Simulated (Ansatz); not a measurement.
# Parameter sweep on ZrSi2 (Cmcm, 6 atoms in the cell)

```yaml
crystal:
  lattice:
    - [1.82756, -7.37832, 0.00000]
    - [1.82756, 7.37832, 0.00000]
    - [0.00000, 0.00000, 3.64497]
  atoms:
    - { symbol: Zr, position: [0.89409, 0.10591, 0.75000] }
    - { symbol: Zr, position: [0.10591, 0.89409, 0.25000] }
    - { symbol: Si, position: [0.44854, 0.55146, 0.25000] }
    - { symbol: Si, position: [0.55146, 0.44854, 0.75000] }
    - { symbol: Si, position: [0.25025, 0.74975, 0.75000] }
    - { symbol: Si, position: [0.74975, 0.25025, 0.25000] }
```

Base run A: PBE, PAW files (Ansatz, a first-principles code), self-consistent single point.

Its settings: basis.ecutwfc = 420 eV; kpoints.mp_grid.grid = 11 11 11; hamiltonian.xc = pbe; hamiltonian.pseudopotentials = {kind: paw} (the program's default PAW files); scf.occupations.method = cold; scf.occupations.width = 0.05 eV.

The starting cell comes from a database of computed structures (which also holds hypothetical and non-ambient phases and stackings), without a prior relaxation at this level. Its lattice was rescaled by a random factor within 2.5 % of one. In the base run, with a pressure of about 4 GPa the cell is away from its equilibrium volume at this level. Ansatz's pressure includes its estimate of the finite-basis (Pulay) stress.

ΔF is the free energy per atom less that of run A. 

| run | scf.mixing.algorithm, scf.mixing.ndim | ΔF (meV/atom) | pressure (GPa) | largest force (eV/Å) | iterations |
|---|---|---|---|---|---|
| A | default (the program chose MSR1), default | 0.00 | 3.86 | 0.285 | 7 |
| B | anderson, default | 0.00 | 3.86 | 0.285 | 8 |
| C | anderson, 3 | 0.00 | 3.86 | 0.285 | 11 |
| D | broyden, default | 0.00 | 3.86 | 0.285 | 8 |
| E | broyden, 20 | 0.00 | 3.86 | 0.285 | 8 |
| F | msr1, default | 0.00 | 3.86 | 0.285 | 7 |
| G | msr1, 3 | 0.00 | 3.86 | 0.285 | 8 |

Runs B, C, D, E, F, G ended on the same solution as A (within 1 meV/atom). The fewest iterations to that state were 7 (A, F); the most were 11.

Keys are those of Ansatz 0.2.
